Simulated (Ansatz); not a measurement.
## One base run on GePbO3 (Pm-3m, 5 atoms in the cell) and variants with one or two settings moved

GePbO3 is taken in the cubic space group Pm-3m (No. 221), the cubic perovskite structure, Pearson symbol cP5. Cell: a = b = c = 3.8884 Å, α = β = γ = 90.00°. Ge on 1b has 6 O at 1.944 Å (octahedral). Pb on 1a has 12 O at 2.750 Å (cuboctahedral). O on 3c sees 2 Ge at 1.944 Å and 4 Pb at 2.750 Å (octahedral). (Neighbours: up to the widest gap in distance over summed covalent radii, below 1.35, at either atom; cation-cation and far metal-metal contacts left out.)

Base run A: PBEsol, default PAW files made with PBE (Ansatz, an electronic-structure program), self-consistent single point.

Its settings: kpoints.mp_grid.grid = 6 6 6; hamiltonian.xc = pbesol; hamiltonian.pseudopotentials = {kind: paw} (the program's default PAW files); scf.occupations.method = gaussian; scf.occupations.width = 0.2 eV.

The starting cell comes from a database of computed structures (which also holds hypothetical and non-ambient phases and stackings), without a prior relaxation at this level. In the base run, with a pressure of about -6 GPa the cell is away from its equilibrium volume at this level. Ansatz's pressure includes its estimate of the finite-basis (Pulay) stress. The run gives no clean gap (levels at the Fermi energy touch, overlap or are partly filled at this smearing), which alone does not show that the compound is a metal.

ΔF is the free energy per atom less that of run A. A dash stands where there is no value to compare (another energy zero or no entropy term, no result, no spin, no clean gap, or a mesh too coarse for one). Absolute energies have different zeros for different potentials, functionals, Hubbard and dispersion terms and are not compared across them.

Run A gave: pressure (GPa) -6.00; k-points 20.

Runs:
- B: scf.convergence.dr2_threshold: default (1e-07 eV) → 0.1 eV
- C: hamiltonian.dispersion: default → d4 [PBEsol-D4]
- D: scf.occupations.width: 0.2 eV → 0.05 eV
- E: crystal.symmetry.detect: default → false
- F: kpoints.mp_grid.grid: 6 6 6 → 11 11 11
- G: scf.mixing.algorithm: default (the program chose MSR1) → anderson; scf.mixing.ndim: default → 12
- H: scf.mixing.algorithm: default (the program chose MSR1) → anderson; scf.mixing.beta: default → 0.1
- I: scf.mixing.preconditioner: default (the program chose Resta) → kerker; scf.mixing.q_tf: default → 1.5

### Question
What does run C change against A?

### Answer
The pressure goes from -6.00 to -7.96 GPa.

| run | ΔF (meV/atom) | pressure (GPa) | k-points |
|---|---|---|---|
| A | 0.00 | -6.00 | 20 |
| B | 0.00 | -6.00 | 20 |
| C | – | -7.96 | 20 |
| D | 0.32 | -6.01 | 20 |
| E | 0.00 | -6.00 | 112 |
| F | 0.63 | -5.95 | 56 |
| G | 0.00 | -6.00 | 20 |
| H | 0.00 | -6.00 | 20 |
| I | 0.00 | -6.00 | 20 |

Keys are those of Ansatz 0.2.
